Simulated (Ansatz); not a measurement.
Consider SiO₂ in the rutile structure (space group P4_2/mnm, No. 136; a = 4.1549 Å, c = 2.6615 Å). Axes: x, y, z lie along a, b, c of the conventional cell.

Method: DFT with LDA, PAW potentials and a 420 eV plane-wave cutoff in Ansatz (a program for electronic structure), without spin-orbit coupling.

Before the change:

* **Valley order**: Γ 5.81 eV; A (1/2, 1/2, 1/2) 7.19 eV

Modification: uniaxial strain ε_xx = −2.40 %, all other strain components held at zero, atoms relaxed at fixed cell.

Question: Estimate the effect on the largest internal atomic displacement, valley order and energy relative to the base.

Answer: The largest internal atomic displacement is 0.032 Å; the valley order (the lowest conduction-band minima on the path, energy above the VBM, named in the base's zone) changes from Γ 5.81 eV; A (1/2, 1/2, 1/2) 7.19 eV to Γ 6.19 eV; A (1/2, 1/2, 1/2) 7.49 eV; M (1/2, 1/2, 0) 7.63 eV; the energy goes up by 6.5 meV/atom.

The levels and masses belong to the bands next to the band gap. No phonon test of stability was made.
